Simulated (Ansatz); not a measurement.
SiSn (model structure, started from the CsCl type, Pm-3m, No. 221, 2 atoms in the cell)

Calculation: PBEsol (Ansatz, a quantum-chemistry and plane-wave program, plane waves, PAW).

Numerical settings: plane-wave cutoff 520 eV, 18×18×18 k mesh, Fermi–Dirac smearing 0.05 eV, scalar-relativistic PAW data made under PBE.

Cell (relaxed at this level):

```cif
data_SiSn
_chemical_formula_sum 'Sn1 Si1'
_space_group_name_H-M_alt 'Pm-3m'
_space_group_IT_number 221
_space_group_name_Hall '-P 4 2 3'
_cell_length_a 3.44474
_cell_length_b 3.44474
_cell_length_c 3.44474
_cell_angle_alpha 90.000
_cell_angle_beta 90.000
_cell_angle_gamma 90.000
loop_
_atom_site_label
_atom_site_type_symbol
_atom_site_symmetry_multiplicity
_atom_site_Wyckoff_symbol
_atom_site_fract_x
_atom_site_fract_y
_atom_site_fract_z
_atom_site_occupancy
Sn1 Sn 1 a 0.00000 0.00000 0.00000 1
Si1 Si 1 b 0.50000 0.50000 0.50000 1
```

For SiSn (model structure, started from the CsCl type, Pm-3m, No. 221, 2 atoms in the cell), the band gap comes out as zero (no gap). The bulk modulus is 71.8 GPa.

Note: the bulk modulus is −V dP/dV from two relaxed cells at ±2 % in volume; the relaxation could raise the start's symmetry but not lower it, so the cell can be a saddle point.

Spin–orbit coupling is not included; it can open a gap where bands touch, and shift volumes and moduli.

The result took very roughly 70 core-seconds.

A model structure was made by putting elements into a prototype or built by hand; it is no filed structure, need not be a known phase, and can be a saddle point held by its symmetry.
